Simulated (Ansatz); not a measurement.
Consider HfS$_{2}$ in the CdI2 type structure (space group P-3m1, No. 164; a = 3.6057 Å, c = 5.7676 Å; layered, stacked along the Cartesian z axis). Axes: x lies along a and z along c of the hexagonal cell.

Calculations: PBE-D3(BJ), PAW, 420 eV (Ansatz, a program for electronic structure; spin-orbit coupling left out).

One thing is altered: an isotropic linear strain of +2.94 %, atoms relaxed at fixed cell.

### Question
Predict the stress tensor and what it implies for the stiffness.

### Answer
Stress of the strained cell less that of the base (GPa, compression positive):
```
  -4.44    0.00    0.00
   0.00   -4.44    0.00
   0.00    0.00   -1.09
```

Then B = −ΔP/(ΔV/V₀) with ΔV/V₀ = 0.0908 gives secant stiffness values (nonlinear terms included at this strain): B (at held cell shape, above the free-shape value) ≈ 37 GPa.

As a check, the harmonic strain energy −½ V₀ Δσ:ε is 20 meV/atom; the computed energy rise is 22 meV/atom.

No phonon test of stability was made.
